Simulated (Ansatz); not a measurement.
Point defect Sb on the Si site in 4H silicon carbide

All values below come from PBE, PAW (plane waves to 420 eV; Ansatz, a first-principles code). Cell: 96 sites, 3×2×1; final energies on a 2×2×2 shifted mesh. Site at the start: the Si(h) site. Charged cells carry a point-charge image correction with potential alignment at far atoms. Dielectric constants: PBE linear response of the host. Host gap at this level: 2.23 eV. These values are not converged in cell size to better than tenths of an eV. The semilocal functional narrows the gap, so deep levels can fall outside it. Spin–orbit coupling is left out, which matters for these heavy elements. Each state is the lowest found from its start.

```csv
charge,moment (μB),largest move off a lattice site (Å),image correction with alignment (eV)
+1,not spin-polarised,0.18,0.39
0*,fractional,0.19,–
−1†,not spin-polarised,0.20,-0.11
```

* At this level the carrier isn't localised at the defect: at charge 0 electrons occupy the conduction band. Such a state is shallow or no state of the defect, and this cell gives it no level.

† Not settled in this cell, so no level is given: charge −1: carriers not clearly localised, level within 0.1 eV of a band edge or past it.

No other site or start that was run ended lower by more than 0.1 eV.

Flagged in the runs: a host whose relaxation on this sampling wasn't shown to rest.
